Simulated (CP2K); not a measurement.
Band structure of Ti3Al (P6_3/mmc, 8 atoms in the cell).

```
CELL_PARAMETERS angstrom
      5.66608     0.00000     0.00000
     -2.83304     4.90697     0.00000
      0.00000     0.00000     4.56480
ATOMIC_POSITIONS crystal
  Ti 0.82990 0.65980 0.25000
  Ti 0.17010 0.34020 0.75000
  Ti 0.17010 0.82990 0.75000
  Ti 0.82990 0.17010 0.25000
  Ti 0.34020 0.17010 0.25000
  Ti 0.65980 0.82990 0.75000
  Al 0.33333 0.66667 0.25000
  Al 0.66667 0.33333 0.75000
```

Level of theory: PBE, GPW, DZVP-MOLOPT-SR-GTH basis, GTH-PBE potentials (GTH_POTENTIALS) in CP2K.

Settings: CUTOFF = 600 Ry; REL_CUTOFF = 50 Ry; SMEAR/METHOD = FERMI_DIRAC; ELECTRONIC_TEMPERATURE = 1160.45 K; KPOINTS/SCHEME = MONKHORST-PACK 5 5 5; XC_FUNCTIONAL = PBE; Ti/BASIS_SET = DZVP-MOLOPT-SR-GTH-q12; Ti/POTENTIAL = GTH-PBE-q12; Al/BASIS_SET = DZVP-MOLOPT-SR-GTH-q3; Al/POTENTIAL = GTH-PBE-q3; METHOD = GPW; EPS_DEFAULT = 1e-10; EXTRAPOLATION = USE_GUESS; NGRIDS = 5.

The starting cell comes from a database of computed structures (which also holds hypothetical and non-ambient phases and stackings), without a prior relaxation at this level. Its lattice was rescaled by a random factor within 2.5 % of one. Spin polarisation is off. Values carry the incompleteness of an atom-centred basis.

Levels in eV from the Fermi level, bands 36 to 41:
```json
[
 {"point": "Γ", "36": "-1.04", "37": "-1.04", "38": "-0.59", "39": "-0.25", "40": "0.02", "41": "0.71"},
 {"point": "M", "36": "-0.87", "37": "-0.63", "38": "-0.43", "39": "-0.41", "40": "0.53", "41": "0.53"},
 {"point": "K", "36": "-0.63", "37": "-0.63", "38": "-0.19", "39": "-0.19", "40": "0.31", "41": "0.50"},
 {"point": "A", "36": "-0.74", "37": "-0.57", "38": "-0.57", "39": "-0.13", "40": "-0.13", "41": "0.49"},
 {"point": "L", "36": "-0.40", "37": "-0.20", "38": "-0.20", "39": "0.01", "40": "0.01", "41": "0.25"},
 {"point": "H", "36": "-0.48", "37": "-0.37", "38": "-0.37", "39": "-0.15", "40": "-0.15", "41": "0.57"}
]
```

Bands cross the Fermi level along this path, so the cell is metallic at this level.

Higher empty bands are left out: an atom-centred basis made for the valence describes them poorly.
